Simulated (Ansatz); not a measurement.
System: Se vacancy in chalcopyrite CuGaSe2 (charge state +2). Calculation: PBE, PAW (plane waves to 420 eV; Ansatz, a program for electronic structure).

Settings: 64 host sites, the relaxed PBE lattice, one k-point at (0.250, 0.250, 0.250), smearing 0.05 eV, spin-restricted, no image-charge correction. Energies are static. PBE gaps are too small, and in this host the defect's levels may merge with the bands. The charge state is imposed; whether it is stable for some Fermi level was not computed. Forms of the defect that were not tried may lie lower.

Barriers: single points on a 2×2×2 k-point mesh shifted by half a step at the bands' geometries (they differ from the bands' own by up to 0.09 eV, and are uncertain by about as much).

Relaxed starting cell (atoms counted from 1):

```xyz
63
Lattice="11.3397 0.0000 0.0000 0.0000 11.3397 0.0000 0.0000 0.0000 11.2672" Properties=species:S:1:pos:R:3 pbc="T T T"
Cu     0.0187     0.0408     0.0274
Cu    -0.0656     5.6348    -0.0261
Cu     5.7078    -0.0768     0.0300
Cu     6.0267     6.0218    -0.3086
Cu    -0.0591     2.8927     2.8734
Cu     0.0418     8.4631     2.8113
Cu     6.0336     2.5013     3.1402
Cu     5.7131     8.5830     2.8315
Ga     2.4701     2.3874    -0.4127
Ga     2.8565     8.5392    -0.0125
Ga     8.5289     2.8167     0.0137
Ga     8.5405     8.5388    -0.0048
Ga     2.8665    -0.0214     2.8343
Ga     2.4937     6.1036     3.2144
Ga     8.5433    -0.0221     2.8255
Ga     8.5327     5.7086     2.8190
Se     4.2873     9.9133     1.4179
Se     9.9354     4.2531     1.4152
Se     9.9969     9.9125     1.4199
Se     1.3723     4.2408     4.2689
Se     1.4125     9.8825     4.2131
Se     7.0830     4.2824     4.2176
Se     7.1013     9.9078     4.2531
Se     1.3590     1.4364     1.4854
Se     1.3551     7.0537     1.3206
Se     7.0800     1.3587     1.3815
Se     7.0870     7.1514     1.4395
Se     4.2268     1.4709     4.2441
Se     4.3313     7.1981     4.2653
Se     9.9182     1.4501     4.2388
Se     9.9265     7.1418     4.2434
Cu     2.8115     2.8595     5.6594
Cu     2.8117     8.5054     5.6560
Cu     8.4564     2.8332     5.6081
Cu     8.5125     8.5192     5.6564
Cu     2.8196     0.0226     8.4613
Cu     2.8271     5.6539     8.4506
Cu     8.5210     0.0021     8.4500
Cu     8.4588     5.6777     8.5015
Ga    -0.0022    -0.0082     5.6341
Ga    -0.0720     5.6868     5.7064
Ga     5.6610     0.0084     5.6525
Ga     5.6836     5.6713     5.6920
Ga    -0.0810     2.8229     8.3878
Ga    -0.0007     8.5250     8.4554
Ga     5.6760     2.8541     8.4033
Ga     5.6611     8.5243     8.4416
Se     1.4282     1.4253     7.0334
Se     1.4342     7.0774     7.0662
Se     7.1210     1.4092     7.0467
Se     7.1239     7.1051     7.0558
Se     4.3329     1.3102     9.8362
Se     4.2251     7.0459     9.8381
Se     9.9175     1.3665     9.8523
Se     9.9154     7.0535     9.8426
Se     4.1959     4.2506     7.0360
Se     4.1915     9.9260     7.0394
Se     9.7931     4.2505     7.0412
Se     9.8860     9.9211     7.0385
Se     1.3688     4.2595     9.8116
Se     1.4099     9.9659     9.8694
Se     7.0774     4.2363     9.8764
Se     7.1008     9.9498     9.8390
```
Cell charge +2.

End state 1 differs by these moves (Å; atoms that move under 0.08 Å are left out):

| atom | element | Δx | Δy | Δz |
|---|---|---|---|---|
| 2 | Cu | 0.06 | 0.05 | 0.03 |
| 3 | Cu | -0.06 | 0.07 | -0.03 |
| 4 | Cu | -0.35 | -0.40 | 0.36 |
| 7 | Cu | -0.02 | 0.69 | -0.63 |
| 8 | Cu | -0.08 | -0.14 | -0.04 |
| 9 | Ga | 0.38 | 0.46 | 0.37 |
| 10 | Ga | -0.04 | -0.11 | -0.05 |
| 13 | Ga | -0.48 | -0.34 | -0.43 |
| 14 | Ga | 0.32 | -0.41 | -0.38 |
| 21 | Se | 0.02 | -0.02 | 0.09 |
| 23 | Se | -0.05 | -0.05 | -0.11 |
| 24 | Se | -0.05 | 0.06 | -0.10 |
| 25 | Se | 0.01 | 0.03 | 0.08 |
| 27 | Se | -0.04 | -0.07 | -0.05 |
| 28 | Se | 0.00 | 2.77 | -2.82 |
| 29 | Se | -0.08 | -0.10 | -0.03 |
| 32 | Cu | -0.32 | 0.34 | 0.30 |
| 33 | Cu | 0.08 | -0.06 | 0.04 |
| 34 | Cu | 0.12 | 0.05 | 0.04 |
| 41 | Ga | 0.04 | 0.02 | -0.06 |
| 42 | Ga | 0.44 | -0.35 | 0.38 |
| 44 | Ga | 0.08 | 0.01 | 0.08 |
| 46 | Ga | -0.01 | 0.00 | 0.11 |
| 47 | Ga | 0.02 | -0.09 | 0.08 |
| 50 | Se | 0.07 | 0.09 | 0.04 |
| 52 | Se | -0.09 | 0.05 | 0.02 |
| 53 | Se | 0.02 | -0.09 | 0.02 |
| 56 | Se | 0.08 | 0.00 | 0.00 |
| 58 | Se | 0.11 | 0.02 | 0.03 |

Task: Predict the forward and backward barriers to end state 1 from PBE, PAW.

Result: forward 1.59 eV, backward 1.59 eV; at the saddle point atom 28 has neighbours Cu at 2.31, Cu at 2.92; Ga at 2.49, Ga at 2.77 Å. The saddle point's order was not checked.

End state 2 differs by these moves (Å; atoms that move under 0.08 Å are left out):

```tsv
atom	element	Δx	Δy	Δz
2	Cu	0.08	0.06	0.01
3	Cu	-0.04	0.07	-0.04
4	Cu	-0.37	-0.33	0.31
5	Cu	-0.27	-0.42	-0.38
6	Cu	0.03	0.08	-0.03
7	Cu	-0.28	0.29	-0.32
8	Cu	-0.07	-0.12	0.00
9	Ga	0.36	0.44	0.36
14	Ga	0.79	-0.09	-0.79
16	Ga	-0.05	-0.07	-0.02
20	Se	2.99	-0.08	-2.90
23	Se	-0.01	-0.07	-0.04
24	Se	0.09	-0.03	-0.09
27	Se	-0.03	-0.07	-0.04
28	Se	0.09	-0.05	-0.04
29	Se	-0.10	-0.06	0.05
31	Se	0.02	-0.01	-0.10
32	Cu	0.37	-0.39	0.31
33	Cu	-0.02	0.07	0.02
39	Cu	0.08	0.00	-0.04
41	Ga	-0.35	0.33	0.33
44	Ga	0.09	0.01	0.12
45	Ga	0.00	0.06	0.06
52	Se	-0.07	0.06	0.01
58	Se	0.02	-0.09	0.01
61	Se	0.02	0.08	-0.02
```

Task: Estimate the forward and backward barriers to end state 2 that PBE, PAW returns for this input.

Result: forward 1.40 eV, backward 1.40 eV; at the saddle point atom 20 has neighbours Cu at 2.50, Cu at 2.79; Ga at 2.34, Ga at 2.85 Å. The saddle point's order was not checked.

End state 3 differs by these moves (Å; atoms that move under 0.08 Å are left out):

```csv
atom,element,Δx,Δy,Δz
1,Cu,-0.39,-0.37,-0.34
2,Cu,0.02,0.12,0.04
3,Cu,0.00,0.14,-0.06
4,Cu,-0.40,-0.38,0.33
5,Cu,-0.31,0.28,0.28
6,Cu,-0.08,-0.04,0.00
7,Cu,-0.30,0.29,-0.27
8,Cu,-0.07,-0.04,-0.03
9,Ga,0.71,0.89,0.03
10,Ga,-0.06,-0.06,0.01
12,Ga,-0.08,-0.05,0.00
13,Ga,0.31,-0.41,0.40
14,Ga,0.31,-0.40,-0.36
17,Se,0.01,0.03,-0.08
19,Se,-0.09,-0.06,0.02
21,Se,-0.09,-0.08,0.03
24,Se,2.94,2.79,0.02
25,Se,0.01,0.02,0.09
27,Se,-0.09,-0.07,-0.04
29,Se,-0.08,-0.06,-0.03
34,Cu,0.08,0.01,-0.01
41,Ga,0.07,0.00,-0.05
42,Ga,0.08,-0.01,0.05
50,Se,0.08,0.01,0.00
52,Se,-0.07,0.09,-0.03
60,Se,-0.04,0.10,0.02
```

Task: Give the forward and backward barriers to end state 3 at the level PBE, PAW.

Result: forward 1.21 eV, backward 1.21 eV; at the saddle point atom 24 has neighbours Ga at 2.33, Ga at 2.72 Å. The saddle point's order was not checked.
